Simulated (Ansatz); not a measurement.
Here is the system:

End structure of a constructed model of the (111) surface of fcc Ir, a layer of Au in place of the second plane (bottom of the slab: a bare face, its two planes held):

```xyz
6
Lattice="2.7372 0.0000 0.0000 -1.3686 2.3705 0.0000 0.0000 0.0000 27.5000" Properties=species:S:1:pos:R:3 pbc="T T T"
Ir     0.0000     1.5803     8.1927
Ir     1.3686     0.7902    10.4276
Ir     0.0000     0.0000    12.6426
Ir     0.0000     1.5803    14.8357
Au     1.3686     0.7902    17.2691
Ir     0.0000     0.0000    19.6852
```

Set-up: 6 atoms, 11.1 Å thick at the start with caps and adatoms (thin: gaps and levels are the slab's own); mesh 16x16x1; 0.1 eV smearing; dipole correction on; 2 atoms held, the rest relaxed; held to the start's symmetry, so lower structures may exist; no spin, no spin-orbit, no U. In PBE it lies 0.04 eV a 1x1 cell over the lowest computed structure of the same composition (a layer of Au in place of the third plane).

What work function of the top face does PBE (Ansatz, a quantum-chemistry and plane-wave program) give?

5.86 eV
